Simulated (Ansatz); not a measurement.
# hypothetical I4_132 B with two functionals, pressure 5 GPa

Take B (space group I4_132, No. 214; a = 4.653 Å; a hypothetical phase, not in the database extracts checked) as the base.

(Cell as relaxed with PBE.)

Levels (all Ansatz, a first-principles code, PAW): PBE (420 eV, scalar-relativistic without spin-orbit coupling); PBEsol (420 eV, spin-orbit coupling left out).

Each level relaxes its own structure.

```json
[
 {"base": "volume per atom", "PBE": "12.59 Å³", "PBEsol": "12.43 Å³"},
 {"base": "lattice parameter a", "PBE": "4.653 Å", "PBEsol": "4.633 Å"},
 {"base": "band gap", "PBE": "1.48 eV", "PBEsol": "1.41 eV"}
]
```

Modification: a hydrostatic pressure of 5 GPa.

| quantity | PBE | PBEsol |
|---|---|---|
| band gap | 1.48 eV | 1.41 eV |
| smallest direct gap | 2.76 eV | 2.70 eV |
| lattice parameter a | 4.586 Å | 4.568 Å |
| shift of the gap caused by the change | 0.00 eV | 0.00 eV |

PBE's band gap lies 0.075 eV above PBEsol's; PBE's smallest direct gap lies 0.053 eV above PBEsol's; PBE's lattice parameter a lies 0.018 Å above PBEsol's (0.4 %); the two agree on the shift of the gap caused by the change. Neither level is exact; PBEsol is the comparison here, not a measurement.

Load acts through the strain it causes; cell and atoms are relaxed under it. Whether these cells are dynamically stable was not tested. Competing high-pressure phases were not computed.
